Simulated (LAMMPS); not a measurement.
MD of Si (diamond structure) at zero pressure, 1728 atoms, as a crystal; each row is its own run.

Model: classical MD, pair style sw, file Si.sw (LAMMPS).

```csv
T (K),volume (Å³/atom)
200,20.071
300,20.095
760,20.195
1010,20.240
1270,20.278
1770,20.353
2020,20.385
```

**Question.** Fit a straight line, y = a + b x, to these rows (x is the first column, y the second) and predict the run at x = 1520.

**Answer.** Least squares gives a = 20.051 and b = 0.0001722. At x = 1520 the fit predicts 20.312 Å³/atom. The run itself gave 20.3150 ± 0.0009 Å³/atom, so the fit is 0.015 % low.

Caution (rows 1270; 1520; 1770; 2020): a run this short can hold a crystal over, or a liquid under, the potential's own melting point, which these runs don't give.

Caution (rows 1770; 2020): this crystal lies over the measured melting point of 1687 K, so it is superheated or the potential melts high.
